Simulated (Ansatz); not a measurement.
The starting structures come from a database of crystals and need not be the phases stable at ambient conditions.

## Evanescent states of CaZn(CO3)2 (R-3, not sure to be the ambient phase, 10 atoms a cell, 11.2 Å³ an atom, -6 GPa at this level) along the normal of (101)

Level of theory: r2SCAN (plane waves, PAW; Ansatz, a program for electronic structure).

The gap is the functional's own. No spin-orbit coupling. Mid-gap values are interpolated on the energy grid.

Energies count from the valence-band top; κ is the least over a 8×6 mesh across the current.

```json
[
 {"E (eV)": "0.11", "κ (1/Å)": "0.176", "where": "Γ"},
 {"E (eV)": "0.33", "κ (1/Å)": "0.288", "where": "Γ"},
 {"E (eV)": "0.55", "κ (1/Å)": "0.355", "where": "Γ"},
 {"E (eV)": "0.77", "κ (1/Å)": "0.404", "where": "Γ"},
 {"E (eV)": "0.99", "κ (1/Å)": "0.444", "where": "Γ"},
 {"E (eV)": "1.21", "κ (1/Å)": "0.466", "where": "Γ"},
 {"E (eV)": "1.43", "κ (1/Å)": "0.469", "where": "Γ"},
 {"E (eV)": "1.65", "κ (1/Å)": "0.469", "where": "Γ"},
 {"E (eV)": "1.87", "κ (1/Å)": "0.468", "where": "Γ"},
 {"E (eV)": "2.09", "κ (1/Å)": "0.466", "where": "Γ"},
 {"E (eV)": "2.31", "κ (1/Å)": "0.461", "where": "Γ"},
 {"E (eV)": "2.53", "κ (1/Å)": "0.455", "where": "Γ"},
 {"E (eV)": "2.75", "κ (1/Å)": "0.448", "where": "Γ"},
 {"E (eV)": "2.97", "κ (1/Å)": "0.438", "where": "Γ"},
 {"E (eV)": "3.19", "κ (1/Å)": "0.425", "where": "Γ"},
 {"E (eV)": "3.41", "κ (1/Å)": "0.410", "where": "Γ"},
 {"E (eV)": "3.63", "κ (1/Å)": "0.392", "where": "Γ"},
 {"E (eV)": "3.85", "κ (1/Å)": "0.368", "where": "off Γ"},
 {"E (eV)": "4.07", "κ (1/Å)": "0.320", "where": "off Γ"},
 {"E (eV)": "4.29", "κ (1/Å)": "0.255", "where": "off Γ"},
 {"E (eV)": "4.51", "κ (1/Å)": "0.156", "where": "off Γ"}
]
```

Task: How thick must the barrier be to attenuate the transmission by 10^6 when the electrodes' Fermi level lies at 3.41 eV, and what attenuation does that film give at 2.53 eV?

Result: d = 6 ln 10 / (2 × 0.410) = 16.8 Å. At 2.53 eV it gives 6 × 0.455/0.410 = 6.7 decades.
